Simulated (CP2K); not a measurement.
## Input and output of a self-consistent single point for SrGe2Ir2 (I4/mmm, 5 atoms in the cell) (CP2K)

Method: PBEsol, GPW, DZVP-MOLOPT-SR-GTH basis, GTH-PBE potentials (GTH_POTENTIALS) run with CP2K 2026.2.

Input as run:

```
&GLOBAL
  PROJECT bulk
  RUN_TYPE ENERGY_FORCE
  PRINT_LEVEL LOW
&END GLOBAL
&FORCE_EVAL
  METHOD Quickstep
  STRESS_TENSOR ANALYTICAL
  &DFT
    BASIS_SET_FILE_NAME BASIS_MOLOPT
    POTENTIAL_FILE_NAME GTH_POTENTIALS
    &QS
      METHOD GPW
      EPS_DEFAULT 1E-10
    &END QS
    &MGRID
      CUTOFF 500
      REL_CUTOFF 50
      NGRIDS 5
    &END MGRID
    &SCF
      SCF_GUESS ATOMIC
      EPS_SCF 1E-7
      MAX_SCF 100
      ADDED_MOS 9
      &DIAGONALIZATION
        ALGORITHM STANDARD
      &END DIAGONALIZATION
      &MIXING
        METHOD BROYDEN_MIXING
        ALPHA 0.2
        NBUFFER 8
        BETA 1
      &END MIXING
      &SMEAR ON
        METHOD GAUSSIAN
        SIGMA [eV] 0.136
      &END SMEAR
    &END SCF
    &KPOINTS
      SCHEME MONKHORST-PACK 7 7 7
    &END KPOINTS
    &XC
      &XC_FUNCTIONAL
        &PBE
          PARAMETRIZATION PBESOL
        &END PBE
      &END XC_FUNCTIONAL
    &END XC
    &PRINT
      &MO
        EIGENVALUES T
        OCCUPATION_NUMBERS T
        NDIGITS 8
        FILENAME mo
        &EACH
          QS_SCF 0
        &END EACH
        ADD_LAST NUMERIC
      &END MO
      &MULLIKEN OFF
      &END MULLIKEN
    &END PRINT
  &END DFT
  &SUBSYS
    &CELL
      A 6.16492200 0.00000000 0.00000000
      B 3.29775000 5.20875200 0.00000000
      C -4.73133600 -2.60437600 2.97286800
      PERIODIC XYZ
    &END CELL
    &COORD
      Sr       0.00000000     0.00000000     0.00000000
      Ge       3.48898179     1.92051895     0.00000000
      Ge       5.97369021     3.28823305     0.00000000
      Ir       1.64887500     2.60437600     1.48643400
      Ir       3.08246100     0.00000000     1.48643400
    &END COORD
    &KIND Sr
      BASIS_SET DZVP-MOLOPT-SR-GTH-q10
      POTENTIAL GTH-PBE-q10
    &END KIND
    &KIND Ge
      BASIS_SET DZVP-MOLOPT-SR-GTH-q4
      POTENTIAL GTH-PBE-q4
    &END KIND
    &KIND Ir
      BASIS_SET DZVP-MOLOPT-SR-GTH-q17
      POTENTIAL GTH-PBE-q17
    &END KIND
  &END SUBSYS
  &PRINT
    &FORCES ON
    &END FORCES
    &STRESS_TENSOR ON
    &END STRESS_TENSOR
  &END PRINT
&END FORCE_EVAL
```

Output, abridged:

```
 GLOBAL| Method name                                                        CP2K
 GLOBAL| Project name                                                       bulk
 GLOBAL| Run type                                                   ENERGY_FORCE

 TOTAL NUMBERS AND MAXIMUM NUMBERS

  Total number of            - Atomic kinds:                                   3
                             - Atoms:                                          5
                             - Shell sets:                                     5
                             - Shells:                                        32
                             - Primitive Cartesian functions:                 26
                             - Cartesian basis functions:                    105
                             - Spherical basis functions:                     92

  Maximum angular momentum of- Orbital basis functions:                        3
                             - Local part of the GTH pseudopotential:          2
                             - Non-local part of the GTH pseudopotential:      4

 SCF PARAMETERS         Density guess:                                    ATOMIC
                        max_scf:                                             100
                        max_diis:                                              4
                        eps_scf:                                        1.00E-07
                        eps_diis:                                       1.00E-01
                        eps_eigval:                                     1.00E-05
                        level_shift [a.u.]:                             0.000000
                        added MOs                                         9    0
                        Mixing method:                            BROYDEN_MIXING
                                                charge density mixing in g-space
                        Smear method:                                   GAUSSIAN
                        Smearing width (sigma) [a.u.]:                  5.00E-03
                        Accuracy threshold:                             1.00E-10
                        No outer SCF

 Extrapolation method: initial_guess

 Number of electrons:                                                         52
 Number of occupied orbitals:                                                 26
 Number of molecular orbitals:                                                35

 Number of orbital functions:                                                 92
 Number of independent orbital functions:                                     92

 SCF WAVEFUNCTION OPTIMIZATION

  Step     Update method      Time    Convergence         Total energy    Change
     1 NoMix/Diag. 0.20E+00      -     1.88908352      -250.6189826252 -2.51E+02
     2 Broy./Diag. 0.20E+00      -     0.01657910      -249.0678751511  1.55E+00
     3 Broy./Diag. 0.20E+00      -     0.03467252      -249.3093343844 -2.41E-01
     4 Broy./Diag. 0.20E+00      -     0.03322729      -249.6237927542 -3.14E-01
     5 Broy./Diag. 0.20E+00      -     0.00549917      -249.3235218866  3.00E-01
     6 Broy./Diag. 0.20E+00      -     0.00316171      -249.3453217763 -2.18E-02
     7 Broy./Diag. 0.20E+00      -     0.00031091      -249.3497537064 -4.43E-03
   [... 3 lines left out ...]
    11 Broy./Diag. 0.20E+00      -     0.00000498      -249.3595940896  5.35E-04
    12 Broy./Diag. 0.20E+00      -     0.00001929      -249.3596983987 -1.04E-04
    13 Broy./Diag. 0.20E+00      -     0.00000072      -249.3596909728  7.43E-06
    14 Broy./Diag. 0.20E+00      -     0.00000209      -249.3596860979  4.87E-06
    15 Broy./Diag. 0.20E+00      -     0.00000008      -249.3596879514 -1.85E-06

  *** SCF run converged in    15 steps ***

  Electronic density on regular grids:        -51.9999999994        0.0000000006
  Core density on regular grids:               51.9999999940       -0.0000000060
  Total charge density on r-space grids:       -0.0000000055
  Total charge density g-space grids:          -0.0000000055

  Overlap energy of the core charge distribution:               0.00000004369582
  Self energy of the core charge distribution:               -395.19390736470154
  Core Hamiltonian energy:                                     87.56716734555467
  Hartree energy:                                              86.07423892521085
  Exchange-correlation energy:                                -27.80664860305291
  Smearing free energy correction:                             -0.00053829809947
  Fermi energy:                                                 0.37588086243073

  Total energy:                                              -249.35968795139451
  Total energy (extrapolated to sigma->0):                   -249.35941880234478

 ENERGY| Total FORCE_EVAL ( QS ) energy [hartree]           -249.359689115921498

 FORCES| Atomic forces [hartree/bohr]
 FORCES|   Atom     x               y               z               |f|
 FORCES|      1 -8.95040740E-09 -1.14918735E-09 -7.54834118E-09   1.17646878E-08
 FORCES|      2  6.15182282E-03  3.38638936E-03 -1.02032794E-08   7.02229000E-03
 FORCES|      3 -6.15180363E-03 -3.38636219E-03  3.16926639E-08   7.02226009E-03
 FORCES|      4 -1.88422126E-07  3.20650680E-07 -1.39680067E-07   3.97278589E-07
 FORCES|      5  1.78493161E-07 -3.46839591E-07  1.27492343E-07   4.10380077E-07
 FORCES| Sum     3.05828703E-10 -1.73327102E-10  1.75331938E-09
 FORCES| Total atomic force                                       1.78821204E-09

 STRESS| Analytical stress tensor [bar]
 STRESS|                        x                   y                   z
 STRESS|      x        6.31019051607E+03   1.51500530641E+01  -2.57172427510E-01
 STRESS|      y        1.51500530641E+01   6.29205123074E+03  -1.09625418303E-01
 STRESS|      z       -2.57172427510E-01  -1.09625418303E-01   6.28305932734E+03
 STRESS| 1/3 Trace                                             6.29510035805E+03
```

The run converged in 15 iterations.

The starting cell comes from a database of computed structures (which also holds hypothetical and non-ambient phases and stackings), without a prior relaxation at this level. Spin polarisation is off. Values carry the incompleteness of an atom-centred basis. The potentials were made for another functional than the one used.

Cost on one core of a shared machine: roughly 50 s.
